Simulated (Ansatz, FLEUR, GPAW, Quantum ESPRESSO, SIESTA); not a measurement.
**One structure in several programs: Nb3Au (Pm-3n, 8 atoms in the cell)**

Self-consistent single point, at a second geometry (lattice scaled by 0.98). First geometry:

```yaml
crystal:
  lattice:
    - [5.29342, 0.00000, 0.00000]
    - [0.00000, 5.29342, 0.00000]
    - [0.00000, 0.00000, 5.29342]
  atoms:
    - { symbol: Nb, position: [0.50000, 0.25000, 0.00000] }
    - { symbol: Nb, position: [0.50000, 0.75000, 0.00000] }
    - { symbol: Nb, position: [0.25000, 0.00000, 0.50000] }
    - { symbol: Nb, position: [0.75000, 0.00000, 0.50000] }
    - { symbol: Nb, position: [0.00000, 0.50000, 0.25000] }
    - { symbol: Nb, position: [0.00000, 0.50000, 0.75000] }
    - { symbol: Au, position: [0.50000, 0.50000, 0.50000] }
    - { symbol: Au, position: [0.00000, 0.00000, 0.00000] }
```

Shared settings, as Ansatz (a quantum-chemistry and plane-wave program) writes them: kpoints.mp_grid.grid = 5 5 5; scf.occupations.method = fermi_dirac; scf.occupations.width = 0.05 eV. Potentials and cutoffs stand in the table.

```json
[
 {"code": "Quantum ESPRESSO", "model": "PBEsol, GBRV 1.5 ultrasoft (PBESOL) pseudopotentials", "ΔF from the first geometry (meV/atom)": "-46.3", "pressure (GPa)": "-1.50", "cutoff": "40 Ry"},
 {"code": "Ansatz", "model": "PBEsol, PAW files made with PBE", "ΔF from the first geometry (meV/atom)": "-44.5", "pressure (GPa)": "-1.12", "cutoff": "420 eV"},
 {"code": "SIESTA", "model": "GGA PBEsol, numerical atomic orbitals DZP, PseudoDojo PBEsol standard norm-conserving potentials (rewritten from UPF to PSML)", "ΔF from the first geometry (meV/atom)": "-52.9", "pressure (GPa)": "-2.06", "cutoff": "grid 400 Ry"},
 {"code": "GPAW", "model": "PBEsol, GPAW PAW datasets PBEsol (made by gpaw-setup)", "ΔF from the first geometry (meV/atom)": "-45.2", "pressure (GPa)": "-1.27", "cutoff": "600 eV"},
 {"code": "FLEUR", "model": "PBEsol, all-electron FLAPW (FLEUR), scalar-relativistic valence", "ΔF from the first geometry (meV/atom)": "-44.9", "pressure (GPa)": "–", "cutoff": "Kmax 4.4 1/bohr"}
]
```

A dash marks a value that a program does not give, or that is left out as unsure.

On Ansatz's run: spin-orbit coupling is off. Spin polarisation is off.

The spread over the programs that give each value: ΔF from the first geometry within 8.4 meV/atom; pressure within 0.94 GPa.

SIESTA uses small atom-centred bases, whose incompleteness enters pressures, forces and empty levels differently from a plane-wave cutoff. FLEUR treats all electrons, but the usual bases taken here (sphere radii, linearisation, local orbitals, empty states) were not tested for convergence, so the values are no reference for the others. Ansatz's pressure is given at a fixed set of plane waves, as the other plane-wave codes print theirs.

The starting cell comes from a database of computed structures (which also holds hypothetical and non-ambient phases and stackings), without a prior relaxation at this level. Its lattice was rescaled by a random factor within 2.5 % of one. For this run, on top of that: lattice scaled by 0.98.

Left out of this page: Elk (not drawn, or without a comparable value).

Keys are those of Ansatz 0.2.
